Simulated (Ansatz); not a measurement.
We consider ZrTa (model structure, Pmma, No. 51, 4 atoms in the cell), described by PBEsol (Ansatz, a program for electronic structure, plane waves, PAW).

Run with plane-wave cutoff 520 eV, 12×16×12 k mesh (along the axes of the cell as run), Fermi–Dirac smearing 0.05 eV, scalar-relativistic PAW data made under PBE.

Cell (relaxed at this level):

```
CELL_PARAMETERS angstrom
      4.64962     0.00000     0.00000
      0.00000     3.49704     0.00000
      0.00000     0.00000     4.89319
ATOMIC_POSITIONS crystal
  Ta 0.25000 0.00000 0.80593
  Ta 0.75000 0.00000 0.19407
  Zr 0.25000 0.50000 0.27646
  Zr 0.75000 0.50000 0.72354
```

Question: What does this level give for the bulk modulus?

Answer: 
bulk modulus: 128 GPa

The run finds no gap.

Note: the bulk modulus is −V dP/dV from two relaxed cells at ±2 % in volume; the relaxation could raise the start's symmetry but not lower it, so the cell can be a saddle point.

Spin–orbit coupling is not included.

The result took roughly 9 core-minutes.

A model structure was made by putting elements into a prototype or built by hand; it is no filed structure, need not be a known phase, and can be a saddle point held by its symmetry.
